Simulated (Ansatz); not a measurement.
**Li: pressure series**

The reference is Li in the fcc (Cu type) structure (space group Fm-3m, No. 225; a = 4.3208 Å).

Cell and atoms are relaxed at each pressure.

Method: Kohn–Sham DFT with the PBEsol functional, run in Ansatz (an electronic-structure program) with PAW and 420 eV plane waves, no spin-orbit coupling.

| case | density | shortest interatomic distance |
|---|---|---|
| base | 0.57 g/cm³ | 5.774 bohr |
| pressure −2 GPa | 0.47 g/cm³ | 6.183 bohr |
| pressure −1 GPa | 0.53 g/cm³ | 5.938 bohr |
| pressure 0.3 GPa | 0.58 g/cm³ | 5.732 bohr |
| pressure 0.7 GPa | 0.60 g/cm³ | 5.682 bohr |
| pressure 1.5 GPa | 0.63 g/cm³ | 5.594 bohr |
| pressure 3 GPa | 0.68 g/cm³ | 5.462 bohr |
| pressure 5 GPa | 0.73 g/cm³ | 5.323 bohr |
| pressure 7.5 GPa | 0.79 g/cm³ | 5.187 bohr |
| pressure 10 GPa | 0.84 g/cm³ | 5.078 bohr |

Load acts through the strain it causes; cell and atoms are relaxed under it. No phonon test of stability was made. No other phases were tried under pressure. This is not the structure that Li has at room temperature and ambient pressure.
